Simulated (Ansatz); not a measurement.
# Several settings converged on YAlSi (Cm, 6 atoms in the cell)

```
YAlSi
1.0
    1.98017    -5.14346     0.00000
    1.98017     5.14346     0.00000
    0.00000     0.00000     5.67650
Y Al Si
2 2 2
Direct
  0.30520   0.69480   0.25881
  0.69480   0.30520   0.75000
  0.00000   0.00000   0.50000
  0.00000   0.00000   0.00000
  0.40169   0.59831   0.75000
  0.59831   0.40169   0.25000
```

Base method: LDA (PW92), default PAW files made with PBE (plane waves; Ansatz, an electronic-structure program).

Base settings: basis.ecutwfc = 420 eV; kpoints.mp_grid.grid = 8 8 5; hamiltonian.xc = lda; hamiltonian.pseudopotentials = {kind: paw} (the program's default PAW files); scf.occupations.method = fermi_dirac; scf.occupations.width = 0.1 eV.

The count of work is k-points × plane waves × bands × iterations; it is no time. Core times come from one kind of shared machine, to one figure; runs under 30 s give none.

**The k-point mesh at a smearing width of 0.02 eV**

In this ladder: scf.occupations.width = 0.02 eV.

Only quantities that move along the ladder and can be compared are tabulated.

| kpoints.mp_grid.grid | free energy less the last step's (meV/atom) | pressure (GPa) | largest difference of a force vector from the last step's (eV/Å) | count of work / last | core time / last (rough) |
|---|---|---|---|---|---|
| 3 3 2 | -0.70 | -3.13 | 0.188 | 0.0086 | – |
| 4 4 3 | 3.97 | -2.77 | 0.075 | 0.018 | – |
| 5 5 3 | 0.79 | -2.69 | 0.090 | 0.026 | – |
| 6 6 4 | -1.29 | -2.78 | 0.038 | 0.051 | – |
| 7 7 5 | 2.70 | -2.77 | 0.030 | 0.078 | – |
| 10 10 7 | -0.08 | -2.71 | 0.012 | 0.21 | 0.2 |
| 14 14 10 | -0.03 | -2.73 | 0.011 | 0.58 | 0.6 |
| 17 17 12 | 0.00 | -2.73 | 0.000 | 1.0 | 1 |

Coarsest kpoints.mp_grid.grid that holds the free energy within 1 meV/atom of the last step, with all finer ones: 10 10 7, at 0.21 of the last step's count of work and about 0.2 of the last step's time; the step before is off by 2.7 meV/atom.

Coarsest kpoints.mp_grid.grid that holds the pressure within 0.1 GPa of the last step, with all finer ones: 4 4 3, at 0.018 of the last step's count of work; the step before is off by 0.40 GPa.

Coarsest kpoints.mp_grid.grid that holds the forces within 0.02 eV/Å: not settled: the last two steps still differ by 0.011 eV/Å, over half the tolerance, so the ladder does not show it.

**The width of Fermi-Dirac smearing**

In this ladder: kpoints.mp_grid.grid = 13 13 8.

Narrow widths need finer meshes than wide ones, so the last steps can hold mesh noise.

Only quantities that move along the ladder and can be compared are tabulated; pressure and forces are left out, as mesh noise rules them at narrow widths.

```csv
scf.occupations.width,free energy less the last step's (meV/atom),energy extrapolated to zero width less the last step's (meV/atom),core time / last (rough)
1 eV,-773.88,73.02,2
0.5 eV,-157.60,24.96,1
0.3 eV,-45.42,6.35,1
0.2 eV,-15.71,1.34,1
0.1 eV,0.00,0.00,1
```

Widest scf.occupations.width that holds the energy extrapolated to zero width within 2 meV/atom: not settled: the last two steps still differ by 1.3 meV/atom, over half the tolerance, so the ladder does not show it.

Widest scf.occupations.width that holds the free energy within 5 meV/atom: not settled: the last two steps still differ by 16 meV/atom, over half the tolerance, so the ladder does not show it.

The extrapolation to zero width removes most of the smearing's effect on the energy.

**The width of cold smearing**

In this ladder: kpoints.mp_grid.grid = 13 13 8; scf.occupations.method = cold.

Narrow widths need finer meshes than wide ones, so the last steps can hold mesh noise.

Only quantities that move along the ladder and can be compared are tabulated; pressure and forces are left out, as mesh noise rules them at narrow widths.

| scf.occupations.width | free energy less the last step's (meV/atom) | core time / last (rough) |
|---|---|---|
| 0.5 eV | 2.40 | 1.0 |
| 0.3 eV | 0.32 | 0.9 |
| 0.2 eV | -0.01 | 1 |
| 0.1 eV | 0.00 | 1 |

Widest scf.occupations.width that holds the free energy within 2 meV/atom of the last step, with all finer ones: 0.3 eV; the step before is off by 2.4 meV/atom.

On the base run: the starting cell comes from a database of computed structures (which also holds hypothetical and non-ambient phases and stackings), without a prior relaxation at this level. Its lattice was rescaled by up to half a per cent. One atom was moved a little off its site on purpose. Ansatz's pressure includes its estimate of the finite-basis (Pulay) stress.

Left out of this page: 4 runs of the series outside the window shown, repeating another row's setting, or not comparable; 1 run of the series unsound by tests on forces, stress, charge or solver warnings.

Keys are those of Ansatz 0.2.
